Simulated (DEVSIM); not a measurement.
Device: Co/SiO2/n-GaAs capacitor, at 300 K.

Layer 1 from the left is SiO2, thickness (nm) 7.00. Layer 2 from the left is GaAs, thickness (nm) 1800, Nd (cm⁻³) 1.3e17.

Metal gate on the left, work function 5 eV. Fixed charge at the semiconductor interface 0 cm⁻² (in units of +e); no interface traps.

This is a model device: material constants are rounded textbook-type values typed into the input, and sizes, dopings and lifetimes were drawn at random. Values at 300 K.

SiO2: gap (eV) 9, affinity (eV) 0.9, permittivity 3.9. GaAs: gap (eV) 1.424, affinity (eV) 4.07, permittivity 12.9, Nc (cm⁻³) 4.7e17, Nv (cm⁻³) 9e18.

Model (solved in DEVSIM): 1D Poisson equation in equilibrium, Boltzmann statistics, complete ionisation; no quantum confinement or tunnelling. Metal contacts follow the ideal Schottky-Mott rule: no Fermi-level pinning, no interface dipoles.

Problem. What does the simulation give for the flat-band voltage, the minimum of the low-frequency capacitance?

Solution. flat-band voltage 0.90 V; minimum of the low-frequency capacitance 0.0883 μF/cm².
